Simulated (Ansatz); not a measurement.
Where the default PAW files enter, the runs use the earlier of Ansatz's two default sets.

Tunnelling through a barrier is set by its complex band structure: the current falls as exp(−2κd) with the smallest κ.

Input:

```
CsBr
1.0
    4.32562     0.00000     0.00000
    0.00000     6.11735     0.00000
    0.00000     3.05868     3.05868
Cs Br
1 1
Direct
  0.00000   0.00000   0.00000
  0.50000   0.50000   0.00000
```

Space group of this cell: Pm-3m, CsCl type. The cell is taken as given.

Transport runs along the normal of the first two printed cell vectors, the (110) plane of the conventional cell.

The gap is the functional's own, uncorrected, and κ follows it; spin-orbit coupling is left out. Mid-gap values are interpolated between the computed energies.

Task: Give the band gap and the smallest decay constant κ at mid-gap that r2SCAN in Ansatz (a quantum-chemistry and plane-wave program) yields.

Result: Gap 5.18 eV on a 10×10×10 mesh; κ = 0.344 1/Å, at the zone centre.
